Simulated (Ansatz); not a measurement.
InP, pressure series

Start from InP in the zinc blende structure (space group F-43m, No. 216; a = 5.827 Å).

Cell and atoms are relaxed at each pressure.

Level of theory: Ansatz (a first-principles code) LDA, without spin-orbit coupling.

```csv
case,electron mass,volume per atom
base,0.046 mₑ (at Γ),24.73 Å³
pressure −2 GPa,0.034 mₑ (at Γ),25.49 Å³
pressure −1 GPa,0.040 mₑ (at Γ),25.09 Å³
pressure 0.9 GPa,?,?
pressure 2.1 GPa,0.056 mₑ (at Γ),24.06 Å³
pressure 4.5 GPa,0.067 mₑ (at Γ),23.39 Å³
pressure 9 GPa,0.082 mₑ (at Γ),22.37 Å³
pressure 15 GPa,"2.1 mₑ along k, 0.24 mₑ across (at X)",21.29 Å³
pressure 22.5 GPa,"2.2 mₑ along k, 0.24 mₑ across (at X)",20.24 Å³
pressure 30 GPa,"2.3 mₑ along k, 0.23 mₑ across (at X)",19.39 Å³
```

Problem. Complete the table.

Solution. 
- pressure 0.9 GPa, electron mass: 0.051 mₑ (at Γ)
- pressure 0.9 GPa, volume per atom: 24.43 Å³

The levels and masses belong to the bands next to the band gap. Load acts through the strain it causes; cell and atoms are relaxed under it. Effective masses come from finite differences of ±0.01 Å⁻¹. Along k means along the line from Γ to the band edge. Whether these cells are dynamically stable was not tested. Measured, InP leaves this structure (for rock salt) near 9.8 GPa (temperature not stated; as listed in Datta, Sujoy, Jana, Debnarayan, arXiv (2020)).
